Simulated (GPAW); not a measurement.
Band structure of HfMg6Sn (Amm2, 8 atoms in the cell).

```xyz
8
Lattice="4.9824 0.0000 0.0000 0.0000 3.2555 5.5243 0.0000 -3.2555 5.5243" Properties=species:S:1:pos:R:3 pbc="T T T"
Mg     2.4912    -1.6315     6.4433
Mg     2.4912     1.6315     6.4433
Mg     2.4912     0.0000     3.6790
Mg     0.0000    -1.5968     4.6255
Mg     0.0000     1.5968     4.6255
Mg     0.0000     0.0000     1.8340
Hf     0.0000     0.0000     7.3927
Sn     2.4912     0.0000     9.1511
```

Computed with PBEsol, GPAW PAW datasets PBEsol (made by gpaw-setup) (plane waves; GPAW).

Settings: mode = pw; ecut = 800 eV; xc = PBEsol; kpts = 4 3 3; mesh shift (steps) = 0 0 0; occupations.name = methfessel-paxton; occupations.width = 0.2 eV; occupations.order = 0; nbands = -12; symmetry.symmorphic = false; symmetry.tolerance = 0.0005; maxiter = 150; bandpath_npoints = 40.

The starting cell comes from a database of computed structures (which also holds hypothetical and non-ambient phases and stackings), without a prior relaxation at this level. Spin-orbit coupling is off.

Levels in eV from the Fermi level, bands 40 to 47:
| point | 40 | 41 | 42 | 43 | 44 | 45 | 46 | 47 |
|---|---|---|---|---|---|---|---|---|
| Γ | -2.10 | -2.08 | -1.24 | -0.38 | 0.13 | 1.20 | 1.29 | 2.16 |
| X | -1.59 | -0.70 | -0.39 | 0.12 | 0.23 | 0.59 | 1.15 | 1.59 |
| S | -0.94 | -0.72 | -0.25 | -0.03 | -0.02 | 0.63 | 1.25 | 1.39 |
| R | -2.16 | -1.94 | -0.19 | 0.21 | 0.47 | 0.58 | 1.58 | 1.68 |
| A | -0.92 | -0.79 | -0.67 | -0.32 | -0.16 | 0.50 | 2.02 | 2.16 |
| Z | -1.50 | -1.32 | -1.26 | -1.16 | -0.73 | -0.52 | -0.51 | -0.28 |
| Y | -0.78 | -0.64 | -0.08 | -0.02 | 0.49 | 0.92 | 1.14 | 1.42 |
| X1 | -1.59 | -0.70 | -0.39 | 0.12 | 0.23 | 0.59 | 1.15 | 1.59 |
| A1 | -0.92 | -0.79 | -0.67 | -0.32 | -0.16 | 0.50 | 2.02 | 2.16 |
| T | -2.64 | -1.69 | -0.13 | -0.08 | 0.62 | 0.70 | 1.28 | 1.78 |

Bands cross the Fermi level along this path, so the cell is metallic at this level.
